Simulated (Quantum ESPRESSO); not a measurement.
# σxx against uniaxial strain in fluorite-structure AuAl2 (space group 225): C11 (Quantum ESPRESSO, PBEsol)

```xyz
3
Lattice="0.0000 2.9998 2.9998 2.9548 0.0000 2.9998 2.9548 2.9998 0.0000" Properties=species:S:1:pos:R:3 pbc="T T T"
Al     1.4774     1.4999     1.4999
Al     4.4321     4.4996     4.4996
Au     0.0000     0.0000     0.0000
```

Method of the run: PBEsol, GBRV 1.5 ultrasoft (PBESOL) pseudopotentials (plane waves; Quantum ESPRESSO 7.5). Settings: ecutwfc = 52 Ry; ecutrho = 416 Ry; occupations = smearing; smearing = fermi-dirac; degauss = 0.0036749 Ry; potentials = {Al: al_pbesol_v1.uspp.F.UPF, Au: au_pbesol_v1.uspp.F.UPF}; K_POINTS = automatic 20 20 20 0 0 0; conv_thr = 1e-10 Ry. The cell above is the first row's. The rows stretch one cube axis (x) by the strain ε and hold the other two. Stress is positive in tension. In all rows fractional positions and the k mesh are held.

```csv
ε (%),σxx (GPa)
-1.5,-2.44
-1.0,-1.61
-0.5,-0.80
0.0,-0.01
0.5,0.75
1.0,1.48
1.5,2.20
2.0,?
```

Task: Fit σxx against ε with a parabola, and predict the withheld value at ε = 2.0.

Result: Least squares gives σxx = -0.013 + 1.5464·ε - 0.0481·ε². Residuals (row less fit): 0.001, -0.003, -0.002, 0.003, 0.002, -0.005, 0.002; standard error 0.004 (degrees of freedom: 4). The slope at ε = 0, 1.5464 GPa per cent, gives C11 ≈ 100 × 1.5464 = 155 GPa, for the static lattice. At the withheld row, σxx = -0.013 + 1.5464 × 2.0 - 0.0481 × 2.0² = 2.887 GPa. The calculation gives 2.89 GPa, which the fit meets to the printed digits. The row lies outside the fitted rows, so this is an extrapolation. From the scatter of the fitted rows alone, a prediction at this place has a standard error of 0.007 GPa, so the miss is 0.4 times that.

Carrying the step between the two nearest rows on in a straight line would have given 2.92, off by 0.03; series whose last step already gives the withheld value aren't shown. The reference cell has the volume at which an earlier scan in this program and functional put its minimum by a fit. The runs keep the symmetry of the cell, so they don't test it for distortions. The unstrained cell stands at a pressure of 0.01 GPa, and the constants belong to that pressure. By symmetry this strain leaves no force on the atoms; the largest in the rows is 0.000 eV/Å. Spin-orbit coupling is off. Without a gap such slopes are sensitive to mesh and smearing. Cutoffs and mesh are single choices, not tested for convergence of this quantity. Series with a scatter that would blur these digits, or in which a gap closes, are not shown. Strain series were run only where this level's volume lies within 10 % of a first guess from the measured size.
